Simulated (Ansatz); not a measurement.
## Point-defect migration in polar orthorhombic HfO2

Some mobile defects of polar orthorhombic HfO2. All values below come from PBE, PAW (plane waves to 420 eV; Ansatz, a quantum-chemistry and plane-wave program).

Barriers are those of the lowest checked hop between equivalent sites, from the lowest site run (climbing-image NEB, static, fixed cells, no finite-size terms; on the finer meshes named, energies are single points at the band's geometries). One hop need not carry long-range diffusion, and untried routes could be lower. Saddle orders were checked for a part of the study's bands only and are not shown. Vacancies start on their lattice site; split forms were not set up. Charge states are imposed. Spin-orbit coupling is left out.

```tsv
Defect	Route	Hop (Å)	Direction in the unit cell	Neighbours at the saddle	Cell
interstitial Na, charge +1	Na moves farthest	3.12	(-0.34, 0.00, 0.50)	Hf at 2.41, Hf at 2.48; O at 2.00, O at 2.04, O at 2.12, O at 2.32, O at 2.36 Å	96 sites, 2×2×2 shifted
interstitial Li, charge +1	Li moves farthest	2.93	(-0.27, 0.00, 0.50)	O at 1.66, O at 1.71, O at 1.73 Å	96 sites, 2×2×2 shifted
interstitial O, charge -2	O moves farthest	1.53	(0.25, -0.10, 0.12)	2 Hf at 2.03; O at 2.40, O at 2.50, O at 2.52, O at 2.53, O at 2.57 Å	96 sites, 2×2×2 shifted
O vacancy, charge +2	a nearby O jumps into the vacancy	2.58	(0.20, 0.02, 0.46)	2 Hf at 2.02; O at 2.57 Å	96 sites, 2×2×2 shifted
```

Question: Order these hops by barrier, lowest first, with values.

Answer: interstitial O, charge -2: 0.48 eV; O vacancy, charge +2: 0.50 eV; interstitial Li, charge +1: 1.09 eV; interstitial Na, charge +1: 1.56 eV. Gaps under about 0.1 eV are within the calculation's error.
